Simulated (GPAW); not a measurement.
**Input and output of a self-consistent single point for NiS₂ (P2_1, 6 atoms in the cell) (GPAW)**

Method of the run: PBEsol, GPAW PAW datasets PBEsol (made by gpaw-setup) (plane waves; GPAW).

Input:

```python
from ase import Atoms
from ase.units import GPa
from gpaw import GPAW

atoms = Atoms(['Ni', 'Ni', 'S', 'S', 'S', 'S'],
              cell=[[4.077660, 0.000000, 0.000000],
                    [0.000000, 5.201470, 0.000000],
                    [-2.010286, 0.000000, 4.880221]],
              scaled_positions=[[0.751060, 0.833600, 0.749470],
                                [0.248940, 0.333600, 0.250530],
                                [0.267410, 0.950010, 0.417120],
                                [0.732590, 0.450010, 0.582880],
                                [0.766700, 0.216430, 0.917540],
                                [0.233300, 0.716430, 0.082460]],
              pbc=True)

calc = GPAW(mode={'name': 'pw', 'ecut': 850},
            xc='PBEsol',
            kpts={'size': (6, 5, 5), 'gamma': True},
            occupations={'name': 'fermi-dirac', 'width': 0.02},
            nbands=-8,
            convergence={'forces': 0.001, 'bands': -6},
            symmetry={'symmorphic': False, 'tolerance': 0.0005},
            maxiter=150,
            txt='-')

atoms.calc = calc

energy = atoms.get_potential_energy()
print('Energy (eV):', round(energy, 6))
forces = atoms.get_forces()
print('Forces (eV/Ang):')
print(forces.round(5))
stress = atoms.get_stress()
print('Stress (GPa, Voigt):', (stress / GPa).round(4))
```

Output, abridged:

```
Input parameters:
  convergence: {bands: -6,
                forces: 0.001}
  kpts: {gamma: True,
         size: (6, 5, 5)}
  maxiter: 150
  mode: {ecut: 850,
         name: pw}
  nbands: -8
  occupations: {name: fermi-dirac,
                width: 0.02}
  symmetry: {symmorphic: False,
             tolerance: 0.0005}
  xc: PBEsol

species:
  Ni:
    name: Nickel
    Z: 28.0
    valence: 16
    core: 12
    charge: 0.0
    file: Ni.PBEsol.gz

    # Using partial waves for Ni as LCAO basis

  S:
    name: Sulfur
    Z: 16.0
    valence: 6
    core: 10
    charge: 0.0
    file: S.PBEsol.gz

    # Using partial waves for S as LCAO basis

Reference energy: -126025.974979  # eV

Spin-paired calculation

Convergence criteria:
 Maximum [total energy] change in last 3 cyles: 0.0005 eV / valence electron
 Maximum integral of absolute [dens]ity change: 0.0001 electrons / valence electron
 Maximum integral of absolute [eigenst]ate change: 4e-08 eV^2 / valence electron
 Maximum change in the atomic [forces] across last 2 cycles: 0.001 eV/Ang OR
Maximum error relative to the maximum force is below inf
 Maximum number of scf [iter]ations: 150

Symmetries present (total): 2
Symmetries with fractional translations: 1
150 k-points: 6 x 5 x 5 Monkhorst-Pack grid + [1/12,0.000000,0.000000]
48 k-points in the irreducible part of the Brillouin zone
       k-points in crystal coordinates                weights
   0:     0.00000000    0.00000000    0.00000000          1/150
   1:     0.00000000    0.00000000    0.20000000          2/150
   2:     0.00000000    0.00000000    0.40000000          2/150
   [... 7 lines left out ...]
          ...
  47:     0.50000000    0.40000000    0.40000000          4/150

Wave functions: Plane wave expansion
  Cutoff energy: 850.000 eV
  Number of coefficients (min, max): 5807, 5858
  Pulay-stress correction: 0.000000 eV/Ang^3 (de/decut=0.000000)

Occupation numbers: Fermi-Dirac:
  width: 0.0200  # eV

Eigensolver

Densities:
  Coarse grid: 28*36*36 grid
  Fine grid: 56*72*72 grid
  Total Charge: 0.000000

Density mixing:
  Method: separate
  Backend: pulay
  Linear mixing parameter: 0.05
  old densities: 5
  Damping of long wavelength oscillations: 50

Hamiltonian:
  XC and Coulomb potentials evaluated on a 56*72*72 grid
  External potential:
    NoExternalPotential

XC parameters: PBEsol with 2 nearest neighbor stencil

Number of atoms: 6
Number of atomic orbitals: 40
Number of bands in calculation: 36
Number of valence electrons: 56
Bands to converge: 30

Density initialized from atomic densities
  36 bands from LCAO basis set

Atomic positions and initial magnetic moments

Positions:
   0 Ni     1.555918    4.335945    3.657579    ( 0.0000,  0.0000,  0.0000)
   1 Ni     0.511456    1.735210    1.222642    ( 0.0000,  0.0000,  0.0000)
   2 S      0.251877    4.941449    2.035638    ( 0.0000,  0.0000,  0.0000)
   3 S      1.815497    2.340714    2.844583    ( 0.0000,  0.0000,  0.0000)
   4 S      1.281824    1.125754    4.477798    ( 0.0000,  0.0000,  0.0000)
   5 S      0.785550    3.726489    0.402423    ( 0.0000,  0.0000,  0.0000)

Unit cell:
           periodic     x           y           z      points  spacing
  1. axis:    yes    4.077660    0.000000    0.000000    28     0.1347
  2. axis:    yes    0.000000    5.201470    0.000000    36     0.1445
  3. axis:    yes   -2.010286    0.000000    4.880221    36     0.1356

  Lengths:   4.077660   5.201470   5.278050
  Angles:   90.000000 112.387997  90.000000

Effective grid spacing dv^(1/3) = 0.1418

     iter     time        total  log10-change:
                         energy   eigst   dens  force
iter:   1 --:--:--   -37.194743   +0.60
iter:   2 --:--:--   -36.333375   -0.20  -1.28
iter:   3 --:--:--   -35.630380   -0.73  -1.32
iter:   4 --:--:--   -35.399974   -1.34  -1.39
iter:   5 --:--:--   -35.193603   -1.79  -1.53
iter:   6 --:--:--   -35.209212   -2.44  -2.27
iter:   7 --:--:--   -35.201621c  -2.92  -2.28
iter:   8 --:--:--   -35.188294c  -3.13  -2.52
iter:   9 --:--:--   -35.188000c  -4.15  -2.73
iter:  10 --:--:--   -35.187713c  -3.79  -2.72
iter:  11 --:--:--   -35.187518c  -5.04  -3.31
iter:  12 --:--:--   -35.187502c  -6.07  -3.52
iter:  13 --:--:--   -35.187487c  -6.86  -3.54
iter:  14 --:--:--   -35.187461c  -5.43  -3.58
iter:  15 --:--:--   -35.187449c  -6.48  -3.93
iter:  16 --:--:--   -35.187447c  -7.24  -4.21c
iter:  17 --:--:--   -35.187446c  -6.67  -4.31c
iter:  18 --:--:--   -35.187445c  -7.45c -4.39c
iter:  19 --:--:--   -35.187445c  -8.31c -4.57c -2.49
iter:  20 --:--:--   -35.187444c  -7.36  -4.72c
iter:  21 --:--:--   -35.187444c  -8.07c -4.88c -2.16
iter:  22 --:--:--   -35.187444c  -9.10c -5.05c -3.31c

Converged after 22 iterations.

Dipole moment: (-0.000000, 10.284725, -0.000000) |e|*Ang

Energy contributions relative to reference atoms: (reference = -126025.974979)

Kinetic:        +28.663221
Potential:      -23.794485
External:        +0.000000
XC:             -40.655415
Entropy (-ST):   -0.000134
Local:           +0.599302
SIC:             +0.000000
--------------------------
Free energy:    -35.187511
Extrapolated:   -35.187444

Showing only first 2 kpts
 Kpt  Band  Eigenvalues  Occupancy
  0    26      5.57570    2.00000
  0    27      6.31457    1.90784
  0    28      7.19110    0.00000
  0    29      8.01963    0.00000

  1    26      5.55469    2.00000
  1    27      6.14527    1.99998
  1    28      7.02716    0.00000
  1    29      7.87685    0.00000

Fermi level: 6.37518

Gap: 0.148 eV
Transition (v -> c):
  (s=0, k=0, n=27, [0.00, 0.00, 0.00]) -> (s=0, k=23, n=28, [0.17, 0.40, 0.40])
Direct/indirect transitions are different
Direct gap: 0.699 eV
Transition at: (s=0, k=3, n=27, [0.00, 0.20, 0.00])
Energy (eV): -35.187444

Forces in eV/Ang:
  0 Ni   -0.01424   -0.00389    0.01246
  1 Ni    0.01424   -0.00389   -0.01246
  2 S    -0.06612    0.16171    0.26467
  3 S     0.06612    0.16171   -0.26467
  4 S    -0.05670   -0.15769    0.24819
  5 S     0.05670   -0.15769   -0.24819

Stress tensor:
     0.006712     0.000000     0.002665
     0.000000     0.003695     0.000000
     0.002665     0.000000     0.001887
Stress (GPa, Voigt): [1.0754 0.592  0.3023 0.     0.4269 0.    ]
```

The run converged in 22 iterations. GPAW prints stress with tension positive.

The starting cell comes from a database of computed structures (which also holds hypothetical and non-ambient phases and stackings), without a prior relaxation at this level. Spin polarisation is off, so a magnetic state, if there is one, cannot be reached.

Cost on one core of a shared machine: roughly 4 min.
